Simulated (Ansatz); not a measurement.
An Ansatz (a first-principles code) run: Al2Cu with a change (Al → B); r2SCAN (Ansatz, PAW, scalar-relativistic without spin-orbit coupling).

Input:

Ansatz 0.2 input:
```yaml
crystal:
  lattice:
    - [-2.4162805966, 2.4162805966, 2.2751794095]
    - [2.4162805966, -2.4162805966, 2.2751794095]
    - [2.4162805966, 2.4162805966, -2.2751794095]
  atoms:
    - { symbol: B, position: [0.6215979776, 0.1215979776, 0.7431959552] }
    - { symbol: B, position: [0.8784020224, 0.6215979776, 0.5] }
    - { symbol: B, position: [0.1215979776, 0.3784020224, 0.5] }
    - { symbol: B, position: [0.3784020224, 0.8784020224, 0.2568040448] }
    - { symbol: Cu, position: [0.25, 0.25, 0] }
    - { symbol: Cu, position: [0.75, 0.75, 0] }
basis: { ecutwfc: 500, ecutrho_ratio: 4, xc_grid: 4, fft_grid_basis: typed }
kpoints: { mp_grid: { grid: [14, 14, 14] } }
hamiltonian:
  xc: r2scan
  dispersion: none
  pseudopotentials: { kind: paw }
scf: { occupations: { method: fermi_dirac, width: 0.05 }, convergence: { dr2_threshold: 0.0000000006 } }
output: { forces: true, stress: true }
checkpoint: { write: state.ck, write_every: 1000 }
```

Output (explanatory and most iteration lines left out):

```
Pseudopotential: B, paw, valence charge 3
Pseudopotential: Cu, paw, valence charge 19
Crystal: 6 atoms, lattice volume = 53.134 Å³
Basis set: ecut = 500 eV, 1369 PW (Γ), exchange–correlation on 120×120×120 points (64 copies of the dense FFT grid, shifted against one another)
Bands: 31, of which v1, the nominal top of the filled ones, is band 25 counted from 1 (24 counted from 0)
Symmetry: 16 space group operations
Space group: I4/mcm (ITA 140), of the structure as read, at distance tolerance 3.8e-5 Å
k-points: 244 of 2744
Functional: x = r2scan, c = r2scan; τ floored in thin density (d = 2e-4 eV/Å³)
SCF iter   1: F=—  HF=-13881.970202 eV  |F-HF|=—  |Δ(HF+E_count)|=         —  Δρ=2.40e-2  dr2=2.48e-1  dr2_τ=1.92e-1  ethr=1.77e-3  ⟨swp⟩=6.4  Hψ=31803  notcnv=0  defer=42
SCF iter   2: F=—  HF=-13882.054271 eV  |F-HF|=—  |Δ(HF+E_count)|=   8.41e-2  Δρ=2.00e-2  dr2=1.02e-1  dr2_τ=1.95e-3  ethr=4.96e-4  ⟨swp⟩=2.2  Hψ=14365  notcnv=0  defer=202
SCF 1 converged in 10 iterations: F = -13882.027570 eV  dr2 = 5.67e-11
SCF converged after 10 iterations
Free energy (F): -13882.027570 eV
Internal energy: -13882.015343 eV  (E = F + TS)
E sigma→0 (E₀):  -13882.021456 eV
Entropy (-TS):   -0.012227 eV (-2.038 meV/atom)
Fermi energy:    13.169953 eV
--- Forces (eV/Å), atoms counted from 1 ---
  atom   1  B     -0.00024510    -0.00024510     0.00000000
  atom   2  B     -0.00024510     0.00024510     0.00000000
  atom   3  B      0.00024510    -0.00024510     0.00000000
  atom   4  B      0.00024510     0.00024510     0.00000000
  atom   5  Cu    -0.00000000     0.00000000     0.00000000
  atom   6  Cu     0.00000000     0.00000000     0.00000000
--- Stress (GPa, compression-positive) ---
       -0.005670      -0.000000      -0.000000
       -0.000000      -0.005670       0.000000
        0.000000      -0.000000       0.005559
  P = ⅓ Tr σ = -0.0019 GPa (-0.019 kbar)
```

No phonon test of stability was made. The final runs are not spin-polarised. The cell was made from Al2Cu by this change: Al → B; the result is a hypothetical phase, not in the database extracts checked.
